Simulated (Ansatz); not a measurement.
Rh: pressure series

The parent structure is Rh in the fcc (Cu type) structure (space group Fm-3m, No. 225).

```
Rh
1.0
    0.00000     1.91503     1.91503
    1.91503     0.00000     1.91503
    1.91503     1.91503     0.00000
Rh
1
Direct
  0.00000   0.00000   0.00000
```

Cell and atoms are relaxed at each pressure.

Calculations: PBE in Ansatz (plane waves to 420 eV, PAW, scalar-relativistic without spin-orbit coupling).

| P (GPa) | V (Å³/atom) |
|---|---|
| -2.01 | 14.159 |
| -1.01 | 14.102 |
| 0.90 | 13.998 |
| 2.09 | 13.935 |
| 4.50 | 13.812 |
| 9.00 | 13.601 |
| 15.02 | 13.345 |
| 22.50 | 13.063 |
| 30.00 | 12.811 |

Question: Fit a third-order Birch–Murnaghan equation of state.

Answer: Least squares on P(V) = (3B₀/2)[(V₀/V)^(7/3) − (V₀/V)^(5/3)]·[1 + (3/4)(B₀′ − 4)((V₀/V)^(2/3) − 1)] gives V₀ = 14.05 Å³/atom, B₀ = 257 GPa and B₀′ = 5.1.

Measured bulk modulus of Rh: 271 GPa (static lattice; corrected from measurement; as listed in H. Levämäki et al., Physical Review B (2014)); the computed value is 5 % below it.

Load acts through the strain it causes; cell and atoms are relaxed under it. Stability against distortions was not tested. No other phases were tried under pressure. The final runs are not spin-polarised.

Ansatz is a first-principles code.
